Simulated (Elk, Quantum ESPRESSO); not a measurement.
A Quantum ESPRESSO input for a self-consistent single point of TlBr (Pm-3m, 2 atoms in the cell) (DFT, PBE, plane waves, PSlibrary PAW (PBE) pseudopotentials):

```fortran
&CONTROL
   calculation = 'scf',
   prefix = 'TlBr',
   outdir = './tmp',
   pseudo_dir = './',
   tprnfor = .true.,
   tstress = .true.,
/
&SYSTEM
   ibrav = 0,
   nat = 2,
   ntyp = 2,
   ecutwfc = 55,
   ecutrho = 330,
   occupations = 'smearing',
   smearing = 'fd',
   degauss = 0.00147,
/
&ELECTRONS
   conv_thr = 1.0d-10,
   mixing_beta = 0.7,
/
ATOMIC_SPECIES
Tl   204.3800  Tl.pbe-dn-kjpaw_psl.1.0.0.UPF
Br    79.9040  Br.pbe-n-kjpaw_psl.1.0.0.UPF
CELL_PARAMETERS {angstrom}
   3.9102000000     0.0000000000     0.0000000000
   0.0000000000     3.9102000000     0.0000000000
   0.0000000000     0.0000000000     3.9102000000
ATOMIC_POSITIONS {crystal}
Tl    0.0000000000    0.0000000000    0.0000000000
Br    0.5000000000    0.5000000000    0.5000000000
K_POINTS {automatic}
8 8 8  0 0 0
```

**Question.** Write the same calculation as an input for Elk.

**Answer.** This is the input that was run; spellings and numerical settings could be chosen otherwise.

```
tasks
  0

xctype
  20

rgkmax
  7.5

gmaxvr
  14.0

nxlo
  2

lorbcnd
  .true.

lmaxi
  3

swidth
  0.000734986

maxscl
  100

avec
    7.3892070925    0.0000000000    0.0000000000
    0.0000000000    7.3892070925    0.0000000000
    0.0000000000    0.0000000000    7.3892070925

sppath
  'species/'

atoms
  2
  'Tl.in'
  1
  0.0000000000  0.0000000000  0.0000000000    0.0 0.0 0.0
  'Br.in'
  1
  0.5000000000  0.5000000000  0.5000000000    0.0 0.0 0.0

ngridk
  8 8 8
```

Basis, cutoffs, solver keys and any potentials are the target program's own. This input uses DFT, PBE, all-electron FP-LAPW, Elk's shipped species files, APW+lo basis with extra local orbitals. Both were run: gap on the mesh 1.712 eV in Quantum ESPRESSO and 1.694 in Elk.

On Quantum ESPRESSO: the starting cell has typed, rounded lattice constants, without a prior relaxation at this level. For this run, on top of that: lattice scaled by 0.98. Spin-orbit coupling is off.

On Elk: the starting cell has typed, rounded lattice constants, without a prior relaxation at this level. For this run, on top of that: lattice scaled by 0.98. Spin-orbit coupling is off. Values depend on the basis (sphere radii, cutoffs, local orbitals), which need not be converged.
